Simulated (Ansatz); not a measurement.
C interstitial started as a split pair with C in metastable 2H silicon carbide: one set of geometries, relaxed with PBE, evaluated in Ansatz (PAW, plane waves to 420 eV, 500 eV under r2SCAN) with PBE, r2SCAN.

Cell and caveats: 96-site cell; 2×2×2 shifted k-points; start: split with C; charged states image-corrected; energies good to tenths of an eV; flagged in the runs: a host whose relaxation on this sampling wasn't shown to rest, a strain field that reaches the edge of the cell.

```csv
quantity,PBE,r2SCAN
host gap (eV),2.31,[?]
ε(+2/+1) above the VBM (eV),0.35,[?]
ε(+1/0) above the VBM (eV),1.07,[?]
ε(0/−1) above the VBM (eV),1.73,[?]
ε(−1/−2) above the VBM (eV),2.15,[?]
largest moment on one atom at charge +1 (μB),0.12,[?]
neutral formation energy against graphite (eV),6.37,[?]
largest moment on one atom at charge 0 (μB),0.21,[?]
largest moment on one atom at charge −1 (μB),0.18,[?]
```

Task: Given the lower rungs, what does r2SCAN give?

Result: 
- host gap (eV), r2SCAN: 2.68
- ε(+2/+1) above the VBM (eV), r2SCAN: 0.38
- ε(+1/0) above the VBM (eV), r2SCAN: 1.08
- ε(0/−1) above the VBM (eV), r2SCAN: 2.05
- ε(−1/−2) above the VBM (eV), r2SCAN: 2.44
- largest moment on one atom at charge +1 (μB), r2SCAN: 0.15
- neutral formation energy against graphite (eV), r2SCAN: 6.25
- largest moment on one atom at charge 0 (μB), r2SCAN: 0.23
- largest moment on one atom at charge −1 (μB), r2SCAN: 0.21

Ansatz is a quantum-chemistry and plane-wave program.
